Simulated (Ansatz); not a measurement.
TlBr (Fm-3m, No. 225, 2 atoms in the cell; start mp-568560; metastable phase), treated with PBE0 (Ansatz, a first-principles code, plane waves, PAW).

Run with plane-wave cutoff 460 eV, 6×6×6 k mesh, Fermi–Dirac smearing 0.01 eV, scalar-relativistic PAW data made under PBE.

Cell (relaxed with PBEsol):

TlBr is modelled in the cubic space group Fm-3m (No. 225), the rock salt structure, Pearson symbol cF8. Conventional cell: a = b = c = 6.5598 Å, α = β = γ = 90.00°. Tl on 4a is surrounded by 6 Br at 3.280 Å (octahedral). Br on 4b sees 6 Tl at 3.280 Å (octahedral). (Neighbours: up to the widest gap in distance over summed covalent radii, below 1.35, at either atom; cation-cation and far metal-metal contacts left out.)
(The calculation used a cell of 2 atoms; values per cell refer to that cell.)

Give the computed band gap and Γ–Γ gap.


- band gap: 3.27 eV (on the SCF k mesh)
- Γ–Γ gap: 10.27 eV

Note: cell and atoms aren't relaxed at this level (pressure 1.8 GPa).

Spin–orbit coupling is not included; with these elements it can move the gap by several tenths of an eV or more.

Computed values are for the static lattice.

The result took very roughly 80 core-seconds.

A start named mp-… is a Materials Project structure, which need not be a measured phase.
